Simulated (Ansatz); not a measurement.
## Hypothetical Pm-3n Ge, pressure series

The parent structure is Ge (space group Pm-3n, No. 223; a = 5.4170 Å; a hypothetical phase, not in the database extracts checked).

Cell and atoms are relaxed at each pressure.

Computed with Ansatz (a first-principles code), PBE, PAW, cutoff 420 eV, spin-orbit coupling left out.

| pressure (GPa) | volume per atom (Å³/atom) |
|---|---|
| -1 | 20.210 |
| 0 | 19.870 |
| 0.3 | 19.774 |
| 0.7 | ? |
| 1.5 | 19.419 |
| 3 | 19.012 |
| 5 | 18.532 |
| 7.5 | 18.005 |
| 10 | 17.548 |

Q: Fit the third-order Birch–Murnaghan form P(V) = (3B₀/2)[(V₀/V)^(7/3) − (V₀/V)^(5/3)]·[1 + (3/4)(B₀′ − 4)((V₀/V)^(2/3) − 1)] (squares taken in P) to the rows shown and predict the withheld row.

A: Least squares on the printed values gives V₀ = 19.872 Å³/atom, B₀ = 61.7 GPa, B₀′ = 4.2; this predicts 19.653 Å³/atom, and the run gives 19.652 Å³/atom, in agreement.

Load acts through the strain it causes; cell and atoms are relaxed under it. No phonon test of stability was made. Competing high-pressure phases were not computed.
